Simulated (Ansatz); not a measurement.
Take PbTe in the rock salt structure (space group Fm-3m, No. 225; a = 6.442 Å) as the base.

Perturbation: cell and atoms relaxed at a pressure of 3 GPa.

Levels (all Ansatz, a quantum-chemistry and plane-wave program, PAW): PBEsol (420 eV, no SOC); r2SCAN (500 eV, no spin-orbit coupling); HSE06 (420 eV, spin-orbit coupling left out).

At the geometry relaxed with PBEsol, these levels gave the following band gaps, in shuffled order: (a) 0.85 eV, (b) 0.51 eV, (c) 0.92 eV.

**Question.** Match each gap to its level.

**Answer.** (a) r2SCAN; (b) PBEsol; (c) HSE06.

Single points use the geometry relaxed with PBEsol. The hybrid gap comes from the SCF mesh plus the semilocal run's edge points and a few special points and is an upper bound. Spin-orbit coupling, missing from the scalar runs, can matter with Pb and Te. Load acts through the strain it causes; cell and atoms are relaxed under it. Whether these cells are dynamically stable was not tested.
